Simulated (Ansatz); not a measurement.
Results of HSE06 (Ansatz, a quantum-chemistry and plane-wave program, plane waves, PAW) for BaTiNOF (model structure, Pmmm, No. 47, 5 atoms in the cell).

Run with plane-wave cutoff 460 eV, 6×6×6 k mesh, Fermi–Dirac smearing 0.01 eV, no spin polarisation, scalar-relativistic PAW data made under PBE.

Cell (relaxed with PBEsol):

```xyz
5
Lattice="3.9760 0.0000 0.0000 0.0000 4.1126 0.0000 0.0000 0.0000 4.0233" Properties=species:S:1:pos:R:3 pbc="T T T"
Ba     1.9880     2.0563     2.0116
Ti     0.0000     0.0000     0.0000
N      1.9880     0.0000     0.0000
F      0.0000     2.0563     0.0000
O      0.0000     0.0000     2.0116
```

### Question
Predict the band gap.

### Answer

- band gap: 1.19 eV (on the SCF k mesh)

Note: the relaxation could raise the start's symmetry but not lower it, so the cell can be a saddle point; cell and atoms aren't relaxed at this level (pressure 1.3 GPa).

Spin–orbit coupling is not included.

Computed values are for the static lattice.

Computing time: very roughly 5 core-minutes.

A model structure was made by putting elements into a prototype or built by hand; it is no filed structure, need not be a known phase, and can be a saddle point held by its symmetry.
